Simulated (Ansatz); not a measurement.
The starting structures come from a database of crystals and need not be the phases stable at ambient conditions.

The decay constant κ of evanescent states in the gap governs leakage through a thin film.

Data:

```xyz
4
Lattice="5.2091 0.0000 0.0000 0.0000 5.7256 0.0000 0.0000 2.8628 1.6528" Properties=species:S:1:pos:R:3 pbc="T T T"
Mg     2.6215     6.6799     1.6528
Zn     5.1925     4.7714     1.6528
O      0.6109     6.6799     1.6528
O      3.1810     4.7714     1.6528
```

Space group of this cell: P3m1. The cell is taken as given; by PBEsol its mean pressure is -5.0 GPa.

Transport runs along the normal of the first two printed cell vectors, the (110) plane of the conventional cell.

The gap is the functional's own, uncorrected, and κ follows it; spin-orbit coupling is left out. Mid-gap values are interpolated between the computed energies.

Give the band gap and the smallest decay constant κ at mid-gap that PBEsol (Ansatz, an electronic-structure program) yields.

Gap 1.62 eV on a 6×18×18 mesh; κ = 0.161 1/Å, at the zone centre.
